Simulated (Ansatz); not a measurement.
**CsPbBr3: isotropic strain −3.00 %**

Base system: CsPbBr3 in the cubic perovskite structure (space group Pm-3m, No. 221; a = 6.003 Å).

Perturbation: the cell is scaled by 0.9700 in all directions, atoms relaxed at fixed cell.

Computed with Ansatz (a program for electronic structure), PBE, PAW, cutoff 420 eV, no spin-orbit coupling. Γ-centred 6×6×6 mesh, Fermi–Dirac width 0.05 eV.

The volume per atom falls by 3.78 Å³ (43.26 Å³ → 39.48 Å³) and the space group remains Pm-3m (No. 221). The energy grows by 23 meV/atom and the pressure goes from zero to 2.10 GPa. The band gap drops by 0.36 eV (1.78 eV → 1.42 eV) and the gap character remains direct at R. The mean gap deformation potential ΔEg/Δln V comes out as +3.9 eV and the electron mass (degenerate bands, along [100]) changes from 0.091, 0.84, 0.84 mₑ (at R) to 0.076, 0.74, 0.74 mₑ (at R). The hole mass goes from 0.18 mₑ (at R) to 0.13 mₑ (at R) and the valley order (the lowest conduction-band minima on the path, energy above the VBM, named in the base's zone) goes from R along ⟨111⟩ 1.78 eV; Γ 3.29 eV to R along ⟨111⟩ 1.42 eV; Γ 2.86 eV.

With Pb present, leaving out spin-orbit coupling can change the band edges. Effective masses come from finite differences of ±0.01 Å⁻¹. No phonon test of stability was made. Many cubic perovskites are stable only at high temperature; tilts and polar distortions were not tested. This is not the structure that CsPbBr3 has at room temperature and ambient pressure.
